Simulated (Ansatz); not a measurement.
The parent structure is HfS2 in the rutile structure (space group P4_2/mnm, No. 136; a = 6.024 Å, c = 3.652 Å; a hypothetical phase, not in the database extracts checked).

Levels (all Ansatz, an electronic-structure program, PAW, earlier PAW set): PBEsol (420 eV, no SOC); HSE06 (420 eV, no spin-orbit coupling).

Its gap is 0.26 eV with PBEsol and 1.11 eV with HSE06.

One thing is altered: a hydrostatic pressure of 1.8 GPa.

With PBEsol the gap becomes 0.21 eV.

Problem. If the HSE06 correction stayed the same, what would the HSE06 gap be, and what does the HSE06 run give?

Solution. A rigid correction of +0.85 eV gives 1.06 eV. The HSE06 run gives 1.05 eV, so the two effects roughly add.

Single points use the geometry relaxed with PBEsol. HSE06 was sampled on its mesh, a few special points and the semilocal edge points, so its gap is an upper bound. With Hf present, leaving out spin-orbit coupling can change the band edges. Load acts through the strain it causes; cell and atoms are relaxed under it. No phonon test of stability was made. A zero or small gap of HfS2 can be the functional's error rather than a property of the material.
